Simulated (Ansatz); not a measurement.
Consider Mg2Ge in the anti-fluorite structure (space group Fm-3m, No. 225; a = 6.3644 Å).

Level of theory: Kohn–Sham DFT with the PBEsol functional, run in Ansatz (an electronic-structure program) with PAW and 420 eV plane waves, no SOC.

Base values:

| Quantity | Result |
|---|---|
| Band gap | 0.08 eV |
| Density | 3.12 g/cm³ |

The change: Pd takes the place of Ge on all its sites, then cell and atoms are relaxed.

Tabulated Pauling electronegativity and covalent radius: Ge 2.01, 1.20 Å; Pd 2.20, 1.39 Å.

### Question
Predict the new band gap.

### Answer
The band gap goes from 0.08 eV to zero.

### Question
What happens to the density?

### Answer
The density rises by 1.10 g/cm³ to 4.22 g/cm³.

Stability against distortions was not tested. As relaxed here, Mg2Pd is a hypothetical phase, not in the database extracts checked. All final runs are without spin polarisation. A zero or small gap of Mg2Ge can be the functional's error rather than a property of the material.
